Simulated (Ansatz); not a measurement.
## A computed series for TiC: pressure series

Take TiC in the rock salt structure (space group Fm-3m, No. 225; a = 4.3278 Å) as the base.

Cell and atoms are relaxed at each pressure.

Level of theory: r2SCAN, PAW, 500 eV (Ansatz, a first-principles code; no spin-orbit coupling).

Notes on the quantities. enthalpy: H = E + PV relative to the base's energy.

```
variant           shortest interatomic distance       enthalpy
----------------  -----------------------------  -------------
base                                    2.164 Å              –
pressure −2 GPa                         2.170 Å  -0.13 eV/atom
pressure −1 GPa                         2.167 Å  -0.06 eV/atom
pressure 1.8 GPa                        2.159 Å  +0.11 eV/atom
pressure 4.2 GPa                        2.153 Å  +0.26 eV/atom
pressure 9 GPa                          2.141 Å  +0.56 eV/atom
pressure 18 GPa                         2.120 Å  +1.10 eV/atom
pressure 30 GPa                             ___  +1.81 eV/atom
pressure 45 GPa                         2.071 Å  +2.65 eV/atom
pressure 60 GPa                         2.048 Å  +3.47 eV/atom
```

Task: Fill in the withheld entries from the trend.

Result: 
- pressure 30 GPa, shortest interatomic distance: 2.097 Å

Load acts through the strain it causes; cell and atoms are relaxed under it. No phonon test of stability was made. No other phases were tried under pressure. The final runs are not spin-polarised.
